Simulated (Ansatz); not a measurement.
Consider ZnSnAs2 in the chalcopyrite structure (space group I-42d, No. 122; a = 5.839 Å, c = 11.737 Å).

The values are results of Ansatz (a first-principles code) PBEsol, no SOC, not measurements.

Strains are applied to the cell and any free atomic positions relax.

One change was made to it. Results:

```csv
quantity,base,after
energy relative to the base (free energy F),0 meV/atom,+9.2 meV/atom
"pressure (mean of the normal stresses, compression positive)",0.0 GPa,-2.5 GPa
```

Q: What was done to the base?
A) isotropic strain +1.50 %
B) isotropic strain +0.75 %
C) isotropic strain +2.25 %

A: A, isotropic strain +1.50 %. For comparison, the energy relative to the base in the other runs: isotropic strain +0.75 % gives +2.4 meV/atom; isotropic strain +2.25 % gives +20 meV/atom.

The mesh was chosen for an insulator and is coarse for the gapless case. Whether these cells are dynamically stable was not tested. All final runs are without spin polarisation.
